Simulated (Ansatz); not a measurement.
## Response to strain in AlRh

The reference is AlRh in the CsCl type structure (space group Pm-3m, No. 221; a = 2.9725 Å; a cell from a computed database, its experimental status unchecked; relaxed with 0.1 eV smearing). Axes: x, y, z lie along the cube axes.

Strains are applied to the cell and any free atomic positions relax; under biaxial strain the out-of-plane vector relaxes too; under stress the whole cell relaxes.

Computed with plane-wave PAW DFT at the PBEsol level (Ansatz, a first-principles code, 420 eV), no spin-orbit coupling.

Notes on the quantities. pressure: mean of the normal stresses, compression positive; energy relative to the base: free energy F.

| case | pressure | energy relative to the base | volume per atom | space group |
|---|---|---|---|---|
| base | 0.0 GPa | 0 meV/atom | 13.13 Å³ | Pm-3m (No. 221) |
| biaxial strain +4.49 %, plane normal [110], relaxed out of plane | -8.6 GPa | +53 meV/atom | 13.82 Å³ | Cmmm (No. 65) |
| isotropic strain −3.20 % | 25.7 GPa | +90 meV/atom | 11.91 Å³ | Pm-3m (No. 221) |
| uniaxial strain ε_xx = −1.20 % | 2.7 GPa | +2.0 meV/atom | 12.97 Å³ | P4/mmm (No. 123) |
| uniaxial strain ε_zz = −1.43 % | 3.2 GPa | +2.9 meV/atom | 12.94 Å³ | P4/mmm (No. 123) |
| uniaxial strain ε_zz = +1.31 % | -2.6 GPa | +2.1 meV/atom | 13.30 Å³ | P4/mmm (No. 123) |
| uniaxial stress, 0.5 GPa compression along z | – | 0.0 meV/atom | 13.12 Å³ | P4/mmm (No. 123) |

Beyond what the load breaks, stability against distortions was not tested. The final runs are not spin-polarised.
